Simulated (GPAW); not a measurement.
Input and output of a self-consistent single point for Cu (Fm-3m, 1 atom in the cell) (GPAW).

Computed with PBE, GPAW PAW datasets PBE (gpaw-data 1.0.1) (plane waves; GPAW 25.7.0).

```
Cu
1.0
    0.00000     1.81042     1.81042
    1.81042     0.00000     1.81042
    1.81042     1.81042     0.00000
Cu
1
Cartesian
  0.00000   0.00000   0.00000
```

Reference input (self-consistent single point, DFT PBE, plane waves, GPAW PAW datasets PBE (gpaw-data 1.0.1)): mode = pw; ecut = 800 eV; xc = PBE; kpts = 10 10 10; mesh shift (steps) = 0 0 0; occupations.name = methfessel-paxton; occupations.width = 0.1 eV; occupations.order = 0; nbands = -9; convergence.forces = 0.001 eV/Å; symmetry.symmorphic = false; symmetry.tolerance = 0.0005. This run's input differs from it in these lines:

```diff
@@ -13,3 +13,3 @@
             xc='PBE',
-            kpts={'size': (10, 10, 10), 'gamma': True},
+            kpts=(27, 27, 27),
             occupations={'name': 'methfessel-paxton', 'width': 0.1, 'order': 0},
```

The program printed (abridged):

```
     iter     time        total  log10-change:
                         energy   eigst   dens  force
iter:   1 --:--:--    -4.656097
iter:   2 --:--:--    -4.288791   -2.47  -1.18
iter:   3 --:--:--    -3.727752   -1.74  -1.27
iter:   4 --:--:--    -3.726821   -3.83  -1.83
iter:   5 --:--:--    -3.703337   -3.16  -1.90
iter:   6 --:--:--    -3.703358   -4.22  -3.19
iter:   7 --:--:--    -3.703753c  -4.50  -3.28
iter:   8 --:--:--    -3.703353c  -4.96  -2.71
iter:   9 --:--:--    -3.703353c  -7.21  -4.08c
iter:  10 --:--:--    -3.703354c  -8.48c -4.47c
iter:  11 --:--:--    -3.703354c  -8.48c -4.51c -24.53c
Converged after 11 iterations.

Dipole moment: (0.000000, -0.000000, -0.000000) |e|*Ang

Energy contributions relative to reference atoms: (reference = -45021.451841)

Kinetic:        -12.804500
Potential:      +10.048532
External:        +0.000000
XC:              -1.033044
Entropy (-ST):   -0.001960
Local:           +0.086639
SIC:             +0.000000
--------------------------
Free energy:     -3.704334
Extrapolated:    -3.703354

Showing only first 2 kpts
 Kpt  Band  Eigenvalues  Occupancy
  0     3      4.97896    2.00000
  0     4      5.79105    2.00000
  0     5      5.79105    2.00000
  0     6     30.93924    0.00000

  1     3      4.99462    2.00000
  1     4      5.77320    2.00000
  1     5      5.79826    2.00000
  1     6     30.65448    0.00000

Fermi level: 7.99595

No gap
No difference between direct/indirect transitions
Energy (eV): -3.703354

Forces in eV/Ang:
  0 Cu    0.00000    0.00000    0.00000

Stress tensor:
    -0.011010    -0.000000     0.000000
    -0.000000    -0.011010     0.000000
     0.000000     0.000000    -0.011010
Stress (GPa, Voigt): [-1.764 -1.764 -1.764  0.     0.    -0.   ]
```

The run converged in 11 iterations. GPAW prints stress with tension positive. Against the reference run the free energy goes down by 13.1 meV/atom and the pressure goes from 1.88 to 1.76 GPa.

The starting cell has typed, rounded lattice constants, without a prior relaxation at this level. Its lattice was rescaled by up to half a per cent. Spin polarisation is off.

Cost on one core of a shared machine: roughly 70 s.
